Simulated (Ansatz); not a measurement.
**Os: energy against strain**

Os (hcp, P6_3/mmc, 13.896 Å³/atom at rest, c along z) under an equal strain ε in the (0001) plane with the normal axis free, as in a coherent film. PBEsol in Ansatz, a plane-wave DFT program (PAW, default set), 420 eV, 24×24×14 Γ-centred mesh, Fermi-Dirac smearing 0.10 eV; ions are relaxed within the symmetry of each cell.

Here s stands for strain and y for E less E0.

| strain (%) | E less E0 (meV/atom) |
|---|---|
| -3.00 | ? |
| -1.50 | 18.26 |
| -1.00 | 7.94 |
| -0.50 | 1.93 |
| 0.00 | 0.00 |
| 0.50 | 1.92 |
| 1.00 | 7.49 |
| 1.50 | 16.52 |

Taking a parabola for y over the 7 complete rows: Least squares gives y = -0.008 - 0.4379·s + 7.7310·s². Residuals (row less fit): 0.216, -0.221, -0.214, 0.008, 0.214, 0.205, -0.210; standard error 0.261 (degrees of freedom: 4). Twice the quadratic coefficient over the volume, 2 × 7.7310 meV × 10⁴ × 0.1602 / 13.896 Å³, is twice the biaxial elastic modulus of this plane = 1783 ± 26 GPa.

Task: What does the fit predict for y at s = -3.00, and how far is the calculated value from it?

Result: y = -0.008 - 0.4379 × (-3.0) + 7.7310 × (-3.0)² = 70.885 meV/atom. The calculation gives 77.74 meV/atom, 6.855 meV/atom above the prediction (8.8 % of the range of y in the table). The row lies outside the fitted rows, so this is an extrapolation. From the scatter of the fitted rows alone, a prediction at this place has a standard error of 0.999 meV/atom, so the miss is 6.9 times that.

One order more, fitted to all 13 runs of the series, follows each within 0.10, so the miss is the next term of a smooth law. In a metal these values are sensitive to mesh and smearing; energies are taken to zero smearing, stresses follow the free energy. Rows are the converged runs of the series near zero and its far end; series whose fitted rows scatter by over a few per cent of the range, as at a crossing or softening among them, aren't shown in this form. Most that stay on the fit to the last digits aren't either.
